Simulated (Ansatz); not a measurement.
Tetragonal ZrO2, space group P4_2/nmc.

The geometry comes from a PBE relaxation.

```
ZrO2
1.0
    3.62105     0.00000     0.00000
    0.00000     3.62105     0.00000
    0.00000     0.00000     5.28288
Zr O
2 4
Cartesian
  1.81052   1.81052   2.64144
  0.00000   0.00000   0.00000
  1.81052   0.00000   1.62307
  1.81052   0.00000   4.26451
  0.00000   1.81052   1.01837
  0.00000   1.81052   3.65981
```

Computed with HSE06 (plane waves to 420 eV, PAW; Ansatz, a quantum-chemistry and plane-wave program). No spin–orbit coupling. Its k-point mesh 5×5×4, Fermi–Dirac width 0.01 eV. HSE06 ran on meshes of its own (5×5×4); its edges and gaps are taken over the mesh and over extra points off it, mostly where PBE has its edges.

Q: List the levels next to the gap at (0.229, 0.234, 0.000) of this cell's own (folded) zone, from the top of the valence band (the table ends after a fixed count of bands, which can cut a degenerate set).

A: 
```tsv
band	E − E_v (eV)
v4	-0.995
v3	-0.450
v2	-0.182
v1	-0.005
c1	6.551
c2	6.684
c3	6.820
c4	6.854
```
